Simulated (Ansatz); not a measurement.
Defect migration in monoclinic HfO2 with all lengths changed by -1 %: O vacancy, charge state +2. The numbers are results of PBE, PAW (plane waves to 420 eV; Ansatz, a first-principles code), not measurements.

Settings: 96 host sites, the strained lattice (strain from the relaxed PBE one, atoms relaxed), the Γ point alone, smearing 0.01 eV, spin-restricted, no image-charge correction. Energies are static. Spin-orbit coupling is left out. The charge state is imposed; whether it is stable for some Fermi level was not computed. Forms of the defect that were not tried may lie lower.

Barriers: single points on a 2×2×2 k-point mesh shifted by half a step at the bands' geometries.

The step: one O atom jumps into the vacancy from a nearby O site; the atom moves 2.44 Å along (0.01, -0.12, 0.45) of the unit cell; the moving atom starts with neighbours Hf at 2.07, 2 Hf at 2.09; O at 2.52, O at 2.56 Å and ends with Hf at 2.04, Hf at 2.05, Hf at 2.20; O at 2.56, O at 2.62 Å.

Q: What migration barrier of this step does PBE, PAW give?

A: 0.74 eV, the same both ways. At the saddle the moving atom has neighbours Hf at 2.06, Hf at 2.19, Hf at 2.57; 2 O at 2.64, O at 2.66 Å. The saddle point's order was not checked.
